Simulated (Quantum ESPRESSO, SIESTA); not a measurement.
# Pressure against volume in rutile-structure SiO2 (space group 136) (SIESTA, LDA)

```
CELL_PARAMETERS angstrom
      4.01743     0.00000     0.00000
      0.00000     4.01743     0.00000
      0.00000     0.00000     2.56616
ATOMIC_POSITIONS crystal
  Si 0.00000 0.00000 0.00000
  Si 0.50000 0.50000 0.50000
  O  0.30600 0.30600 0.00000
  O  0.80600 0.19400 0.50000
  O  0.19400 0.80600 0.50000
  O  0.69400 0.69400 0.00000
```

Method: LDA PW92, numerical atomic orbitals DZP, PseudoDojo LDA standard norm-conserving potentials (rewritten from UPF to PSML) run with SIESTA. Settings: XC.functional = LDA; XC.authors = PW92; potentials = PseudoDojo LDA standard; PAO.BasisSize = DZP; PAO.EnergyShift = 0.005 Ry; MeshCutoff = 455 Ry; kgrid.MonkhorstPack = 8 8 12; OccupationFunction = FD; ElectronicTemperature = 116.05 K; MaxSCFIterations = 150; SCF.Mixer.Method = Pulay; SCF.Mixer.Weight = 0.1; SCF.Mixer.History = 8; SCF.DM.Tolerance = 1.0E-04. The cell above is the first row's. The rows scale it uniformly. In all rows fractional positions and the k mesh are held.

```
V (Å^3/atom)  P (GPa)
------------  -------
6.903           43.98
7.053           33.82
7.203           24.56
7.353           16.23
7.503            8.67
7.653            1.99
7.803           -4.25
7.953           -9.67
8.103               ?
```

Problem. Fit P against V with a cubic, and predict the withheld value at V = 8.103.

Solution. With u = V - 7.4, the rows have u = -0.4970, -0.3470, -0.1970, -0.0470, 0.1030, 0.2530, 0.4030, 0.5530. Least squares gives P = 13.785 - 51.161·u + 17.637·u² - 3.389·u³. Residuals (row less fit): -0.005, 0.017, -0.014, 0.001, -0.029, 0.075, -0.060, 0.017; standard error 0.052 (degrees of freedom: 4). The fitted pressure is zero at V0 = 7.698, where dP/dV = -41.54, so B0 = -V0·dP/dV = 320 GPa. At the withheld row, u = 0.7030, so P = 13.785 - 51.161 × 0.7030 + 17.637 × 0.7030² - 3.389 × 0.7030³ = -14.642 GPa. The calculation gives -14.80 GPa, 0.158 GPa below the prediction (0.3 % of the range of P in the table). The row lies outside the fitted rows, so this is an extrapolation. From the scatter of the fitted rows alone, a prediction at this place has a standard error of 0.138 GPa, so the miss is 1.1 times that.

Carrying the step between the two nearest rows on in a straight line would have given -15.09, off by 0.29; series whose last step already gives the withheld value aren't shown. The scan was laid around a cell of about the measured size, scaled by a guess for this functional; axis ratios and inner coordinates come from that cell. This is stishovite, a high-pressure phase. The runs keep the symmetry of the cell, so they don't test it for distortions. A plane-wave scan with the same functional (Quantum ESPRESSO, GBRV) gives V0 = 7.69 Å^3/atom and B0 = 336 GPa; a Birch-Murnaghan fit to all rows here lies 0.2 % from it in V0 and -5 % in B0; the two differ in basis, and may differ in potentials and mesh. Values carry the incompleteness of an atom-centred basis. The shape of the cell and the inner coordinates aren't relaxed, so V0 and B0 belong to this uniform scaling; a relaxed crystal lies no higher in energy and is usually softer (forces reach 0.86 eV/Å in these rows). Cutoffs and mesh are single choices, not tested for convergence of this quantity. Series with a scatter that would blur these digits, or in which a gap closes, are not shown.
